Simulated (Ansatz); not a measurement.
## A self-consistent single point of CoSn (P6mm, 6 atoms in the cell) with Ansatz

Method of the run: LDA (PW92), default PAW files made with PBE (plane waves; Ansatz, a program for electronic structure).

The input file:

Ansatz 0.2 input:
```yaml
crystal:
  lattice:
    - [5.219810, 0.000000, 0.000000]
    - [-2.609905, 4.520488, 0.000000]
    - [0.000000, 0.000000, 4.166652]
  atoms:
    - { symbol: Co, position: [0.000000, 0.500000, 0.000000] }
    - { symbol: Co, position: [0.500000, 0.000000, 0.000000] }
    - { symbol: Co, position: [0.500000, 0.500000, 0.000000] }
    - { symbol: Sn, position: [0.666667, 0.333333, 0.500000] }
    - { symbol: Sn, position: [0.333333, 0.666667, 0.500000] }
    - { symbol: Sn, position: [0.000000, 0.000000, 0.012000] }
basis:
  ecutwfc: 30.9 Ry
kpoints:
  mp_grid: { grid: [5, 5, 6] }
hamiltonian:
  xc: lda
  pseudopotentials: { kind: paw }
scf:
  occupations: { method: gaussian, width: 0.0073 Ry }
output:
  forces: true
  eigenvalues: true
  stress: true
```

The program printed (abridged):

```
WARN the atoms were moved onto the symmetric positions of the space group found under crystal.symmetry.tolerance 1.0e-5 (fractional …
WARN ansatz: RAYON_NUM_THREADS=1 ignored (pool sized by the plan → 1); use --threads N
Pseudopotentials: kind: paw
Pseudopotential: Co, paw, valence charge 17
Pseudopotential: Sn, paw, valence charge 14
Crystal: 6 atoms, lattice volume = 98.317 Å³
Basis set: ecut = 420.4159175005146 eV, 1915 PW (Γ)
Bands: 56, of which v1, the nominal top of the filled ones, is band 47 counted from 1 (46 counted from 0)
Symmetry: 12 space group operations
Space group: P6mm (ITA 183), of the structure as read, at distance tolerance 4.6e-5 Å
k-points: 20 of 150 (time reversal used)
PAW frozen core: Co, regenerated for the run's functional, and the local potential with it
PAW frozen core: Sn, regenerated for the run's functional, and the local potential with it
Initial density: superposition of atomic densities (neutral atoms: chi_scale 0, normalization atom), corrected by the library's trained network
Initial wavefunctions: pseudopotential atomic-orbital guess
Eigensolver: davidson
Functional: x = slater, c = lda
SCF iter   1: F=—  HF=-32827.983346 eV  |F-HF|=—  |Δ(HF+E_count)|=         —  Δρ=1.06e-2  dr2=5.36e-2  ethr=1.77e-3  ⟨swp⟩=6.9  Hψ=4397  notcnv=0  defer=8
all-band conjugate gradients solve this SCF's bands
preconditioner: auto → LDOS
SCF iter   2: F=—  HF=-32827.978790 eV  |F-HF|=—  |Δ(HF+E_count)|=   4.56e-3  Δρ=8.29e-3  dr2=3.52e-2  ethr=5.77e-5  ⟨swp⟩=2.0  Hψ=2358  notcnv=0  defer=62
SCF iter   3: F=—  HF=-32827.963459 eV  |F-HF|=—  |Δ(HF+E_count)|=   1.53e-2  Δρ=4.90e-3  dr2=1.38e-2  ethr=3.78e-5  ⟨swp⟩=2.0  Hψ=2116  notcnv=0  defer=62
SCF iter   4: F=—  HF=-32827.961955 eV  |F-HF|=—  |Δ(HF+E_count)|=   1.50e-3  Δρ=1.73e-3  dr2=1.75e-3  ethr=1.48e-5  ⟨swp⟩=1.8  Hψ=1146  notcnv=0  defer=62
SCF iter   5: F=—  HF=-32827.961763 eV  |F-HF|=—  |Δ(HF+E_count)|=   1.92e-4  Δρ=8.27e-4  dr2=4.80e-4  ethr=1.88e-6  ⟨swp⟩=1.2  Hψ=1096  notcnv=0  defer=62
SCF iter   6: F=—  HF=-32827.961713 eV  |F-HF|=—  |Δ(HF+E_count)|=   5.01e-5  Δρ=5.71e-5  dr2=1.30e-6  ethr=5.16e-7  ⟨swp⟩=2.0  Hψ=1300  notcnv=0  defer=62
SCF iter   7: F=—  HF=-32827.961724 eV  |F-HF|=—  |Δ(HF+E_count)|=   1.12e-5  Δρ=3.47e-5  dr2=5.71e-7  ethr=1.40e-9  ⟨swp⟩=2.4  Hψ=1998  notcnv=0  defer=62
SCF iter   8: F=-32827.961724 eV  HF=-32827.961724 eV  |F-HF|=3.73e-8  |Δ(HF+E_count)|=   4.03e-8  Δρ=1.01e-5  dr2=5.64e-8  ethr=1.08e-10  ⟨swp⟩=8.1  Hψ=5055  notcnv=0
SCF 1 converged in 8 iterations: F = -32827.961724 eV  dr2 = 5.64e-8
SCF converged after 8 iterations
Free energy (F): -32827.961724 eV
Harris-Foulkes:  -32827.961724 eV  (|F-HF|=3.73e-8)
Internal energy: -32827.936808 eV  (E = F + TS)
E sigma→0 (E₀):  -32827.949266 eV
Entropy (-TS):   -0.024916 eV (-4.153 meV/atom)
Fermi energy:    15.034907 eV
--- Per-component energies (eV) ---
  E_band       = -943.652542
  E_kinetic    = 1941.540020
  E_local      = -13227.025953  (includes V_loc(G=0)·N_el)
  E_nonlocal   = 1310.857652
  E_hartree    = 6254.167769
  E_xc         = -1612.057433
  E_vxc        = -913.193952  (∫ρ·V_xc dr)
  E_paw        = -16360.359676  (= ΣΔE_a)
  E_vpaw       = -2564.138047  (= ΣTr[D̂ρ^β])
  E_aug_tail   = 0.000093  (compensation charges beyond the density's cutoff)
  E_ewald      = -11137.588729
  E_core_change = 2.529447  (= ΣΔE_core)
  E_smearing   = -0.024916  (= −TS)
  E_closure    = -0.000000  (closes the sum)
  Σ components = -32827.961724   (vs F -32827.961724, Δ=0.00e0)
--- Forces (eV/Å), atoms counted from 1 ---
  atom   1  Co    -0.00000000    -0.00000000     0.03039831
  atom   2  Co     0.00000000    -0.00000000     0.03039831
  atom   3  Co    -0.00000000    -0.00000000     0.03039831
  atom   4  Sn     0.00000000     0.00000000     0.05735411
  atom   5  Sn    -0.00000000    -0.00000000     0.05735411
  atom   6  Sn     0.00000000    -0.00000000    -0.20583125
  max |Σ_I F_I| component: 7.19e-5 eV/Å
--- Stress (GPa, compression-positive) ---
       -4.117659       0.000000       0.000000
        0.000000      -4.117659       0.000000
        0.000000       0.000000      -3.929551
  P = ⅓ Tr σ = -4.0550 GPa (-40.550 kbar)
  The stress holds the Pulay correction. Without it, at fixed plane waves, as pw.x and ABINIT print it: P = -4.1839 GPa
--- Band table (eV; the first three rows and the last of 20) ---
  k-point 0: bands = ["-78.5336", "-78.5176", "-78.5176", "-42.3375", "-42.3051", "-42.2890", "-42.2890", "-42.2642", "-42.2642", "-42.1848", "-42.1816", "-42.1816", "-6.3283", "-6.2338", "-6.2338", "-6.2213", "-6.2213", "-6.1585", "-6.1384", [...]
  k-point 1: bands = ["-78.5336", "-78.5176", "-78.5176", "-42.3374", "-42.3054", "-42.2890", "-42.2890", "-42.2642", "-42.2642", "-42.1847", "-42.1816", "-42.1816", "-6.3226", "-6.2324", "-6.2324", "-6.2253", "-6.2253", "-6.1561", "-6.1561", [...]
  k-point 2: bands = ["-78.5336", "-78.5177", "-78.5177", "-42.3371", "-42.3059", "-42.2889", "-42.2889", "-42.2642", "-42.2642", "-42.1847", "-42.1816", "-42.1816", "-6.3115", "-6.2331", "-6.2331", "-6.2294", "-6.2294", "-6.1826", "-6.1826", [...]
  k-point 19: bands = ["-78.5272", "-78.5240", "-78.5177", "-42.2993", "-42.2958", "-42.2918", "-42.2889", "-42.2634", "-42.2370", "-42.2166", "-42.2138", "-42.1921", "-6.3287", "-6.3000", "-6.2543", "-6.2153", "-6.2041", "-6.1869", "-6.1771", [...]
```

The run converged in 8 iterations.

The starting cell comes from a database of computed structures (which also holds hypothetical and non-ambient phases and stackings), without a prior relaxation at this level. Its lattice was rescaled by up to half a per cent. One atom was moved a little off its site on purpose. Spin polarisation is off. With a pressure of about -4 GPa the cell is away from its equilibrium volume at this level. Ansatz's pressure includes its estimate of the finite-basis (Pulay) stress.
